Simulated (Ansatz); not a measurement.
# Response to strain in BeTe

The parent structure is BeTe in the zinc blende structure (space group F-43m, No. 216).

```
BeTe
1.0
    0.00000     2.80220     2.80220
    2.80220     0.00000     2.80220
    2.80220     2.80220     0.00000
Te Be
1 1
Direct
  0.75000   0.75000   0.75000
  0.00000   0.00000   0.00000
```

Cartesian axes are those of the cell as printed.

Strains are applied to the cell and any free atomic positions relax; under biaxial strain the out-of-plane vector relaxes too.

The values are results of Kohn–Sham DFT with the PBEsol functional, run in Ansatz (a first-principles code) with PAW and 420 eV plane waves, scalar-relativistic without spin-orbit coupling, not measurements.

Candidates:
(a) biaxial strain +1.02 %, plane normal [001], relaxed out of plane
(b) biaxial strain +4.51 %, plane normal [001], relaxed out of plane
(c) biaxial strain +0.55 %, plane normal [111], relaxed out of plane

Problem. Order them by out-of-plane strain, lowest first.

Solution. (b) biaxial strain +4.51 %, plane normal [001], relaxed out of plane (-3.80 %), (a) biaxial strain +1.02 %, plane normal [001], relaxed out of plane (-0.82 %), (c) biaxial strain +0.55 %, plane normal [111], relaxed out of plane (-0.22 %)

Stability against distortions was not tested.
